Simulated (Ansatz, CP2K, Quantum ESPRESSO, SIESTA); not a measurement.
**YCu₂Ge₂ (P1, 5 atoms in the cell) computed with different codes at matched settings**

Self-consistent single point, at a second geometry (atoms moved at random). First geometry:

```
CELL_PARAMETERS angstrom
     -1.99944     1.99944     5.09663
      1.99944    -1.99944     5.09663
      1.99944     1.99944    -5.09663
ATOMIC_POSITIONS crystal
  Y  0.00000 0.00000 0.00000
  Cu 0.75000 0.25000 0.50000
  Cu 0.25000 0.75000 0.50000
  Ge 0.61934 0.61934 0.00000
  Ge 0.38066 0.38066 0.00000
```

Second geometry:
```
Y(CuGe)2
1.0
   -1.99944     1.99944     5.09663
    1.99944    -1.99944     5.09663
    1.99944     1.99944    -5.09663
Y Cu Ge
1 2 2
Cartesian
  0.01931  -0.01446   0.02531
 -0.03293   2.02053   2.54340
  2.03169   0.03172   2.55825
 -0.04094  -0.01075   6.31947
  0.02232  -0.02759   3.84347
```

Shared settings, as Ansatz (a program for electronic structure) writes them: kpoints.mp_grid.grid = 7 7 7; scf.occupations.method = fermi_dirac; scf.occupations.width = 0.1 eV. Potentials and cutoffs stand in the table.

```
code                                                                                                                                      model  ΔF from the first geometry (meV/atom)  pressure (GPa)  largest force (eV/Å)       cutoff
----------------  -----------------------------------------------------------------------------------------------------------------------------  -------------------------------------  --------------  --------------------  -----------
SIESTA            GGA PBEsol, numerical atomic orbitals DZP, PseudoDojo PBEsol standard norm-conserving potentials (rewritten from UPF to PSML)                                    5.0            2.21                 0.529  grid 300 Ry
CP2K                                                                 PBEsol, GPW, DZVP-MOLOPT-SR-GTH basis, GTH-PBE potentials (GTH_POTENTIALS)                                    5.5            3.75                 0.588  grid 600 Ry
Ansatz                                                                                                          PBEsol, PAW files made with PBE                                    5.1            0.37                 0.544       420 eV
Quantum ESPRESSO                                                                             PBEsol, PSlibrary ultrasoft (PBE) pseudopotentials                                    5.6            1.18                 0.600        50 Ry
```

Size of the force on each atom (eV/Å): Sizes of forces hide their directions.

```json
[
 {"code": "SIESTA", "Y1": "0.212", "Cu2": "0.383", "Cu3": "0.316", "Ge4": "0.354", "Ge5": "0.529"},
 {"code": "CP2K", "Y1": "0.204", "Cu2": "0.332", "Cu3": "0.281", "Ge4": "0.371", "Ge5": "0.588"},
 {"code": "Ansatz", "Y1": "0.194", "Cu2": "0.312", "Cu3": "0.257", "Ge4": "0.348", "Ge5": "0.544"},
 {"code": "Quantum ESPRESSO", "Y1": "0.198", "Cu2": "0.334", "Cu3": "0.273", "Ge4": "0.382", "Ge5": "0.600"}
]
```

On Ansatz's run: spin polarisation is off.

The spread over the programs that give each value: ΔF from the first geometry within 0.6 meV/atom; pressure within 3.38 GPa; largest force within 0.071 eV/Å.

SIESTA and CP2K use small atom-centred bases, whose incompleteness enters pressures, forces and empty levels differently from a plane-wave cutoff. Ansatz's pressure is given at a fixed set of plane waves, as the other plane-wave codes print theirs; with its correction for the finite basis it is 0.42 GPa. In the pressure, SIESTA (by 1.43) and CP2K (by 2.98) lie more than 1 GPa from the median of the plane-wave programs. In the force vectors, SIESTA (by 0.132) lies more than 0.08 eV/Å from the median of the plane-wave programs.

The starting cell comes from a database of computed structures (which also holds hypothetical and non-ambient phases and stackings), without a prior relaxation at this level. Its lattice was rescaled by a random factor within 2.5 % of one. For this run, on top of that: atoms moved at random.

Keys are those of Ansatz 0.2.
